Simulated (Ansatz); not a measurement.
An Ansatz (a program for electronic structure) input (Kohn–Sham DFT with the PBEsol functional, run in Ansatz with PAW and 420 eV plane waves, no spin-orbit coupling):

Ansatz 0.2 input:
```yaml
crystal:
  lattice:
    - [5.4667883206, 0, 0]
    - [2.7333941603, 4.7343775627, 0]
    - [2.7333941603, -1.5781258542, 2.2741830682]
  atoms:
    - { symbol: Tl, position: [0, 0, 0] }
    - { symbol: Br, position: [0, 0.5, 0.5] }
basis: { ecutwfc: 420, ecutrho_ratio: 4, xc_grid: 2, fft_grid_basis: typed }
kpoints: { mp_grid: { grid: [9, 9, 9] } }
hamiltonian:
  xc: pbesol
  dispersion: none
  pseudopotentials: { kind: paw }
scf: { occupations: { method: fermi_dirac, width: 0.05 } }
relax: { f_tol: 0.005, max_steps: 50, cell: { stress_tol: 0.01, fix: [a, b, gamma] } }
output: { forces: true, stress: true }
checkpoint: { write: state.ck, write_every: 1000 }
```

**Question.** Which symmetry and how many k-points will the program report, and about how many plane waves at Γ?

**Answer.** Space group R-3m (ITA 166) with 12 operations, k-points 85 of 729, and 1171 plane waves at Γ.

**Question.** And the final pressure?

**Answer.** 0.35 GPa (compression positive).

The cells carry an imposed strain or load. Stability against distortions was not tested. The cell was made from TlBr in the CsCl type structure (space group Pm-3m, No. 221) by this change: biaxial strain −1.25 %, plane normal [111], relaxed out of plane.
